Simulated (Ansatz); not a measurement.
# What x(Ta) = 0.25, 8 atoms, P4/mmm does to NbN

Consider NbN in the rock salt structure (space group Fm-3m, No. 225; a = 4.4212 Å).

The other end (x = 1) is TaN in the rock salt structure (space group Fm-3m, No. 225): 10.77 Å³/atom, gap zero; this end may not be an ambient phase.

One thing is altered: a fraction x = 0.25 of the Nb sites is given to Ta, ordered in a cell of 8 atoms (starting symmetry P4/mmm) and fully relaxed.

Level of theory: PBE (Ansatz, a quantum-chemistry and plane-wave program; PAW; 420 eV plane waves; no spin-orbit coupling), earlier PAW set. Γ-centred 15×15×6 mesh, Fermi–Dirac width 0.05 eV, for the changed cell.

```json
[
 {"quantity": "volume per atom", "base": "10.80 Å³", "changed": "10.80 Å³", "shift": "-0.006 Å³"},
 {"quantity": "density", "base": "8.22 g/cm³", "changed": "9.91 g/cm³", "shift": "+1.698 g/cm³"},
 {"quantity": "shortest interatomic distance", "base": "221.1 pm", "changed": "218.2 pm", "shift": "-2.9 pm"},
 {"quantity": "band gap", "base": "zero", "changed": "zero", "shift": "–"},
 {"quantity": "mixing energy (to 0.01 eV only: unlike meshes or grids)", "base": "–", "changed": "-0.01 eV/atom", "shift": "–"},
 {"quantity": "deviation of the volume from the linear (Vegard-type) interpolation", "base": "–", "changed": "0.0 %", "shift": "–"},
 {"quantity": "mean first-shell distances", "base": "–", "changed": "Nb–N 2.212 Å (end compound 2.211 Å), Ta–N 2.204 Å (end compound 2.208 Å)", "shift": "–"}
]
```

These are small ordered cells, not random alloys; other orderings at the same x differ. No phonon test of stability was made. All final runs are without spin polarisation. This is not the structure that TaN has at room temperature and ambient pressure.
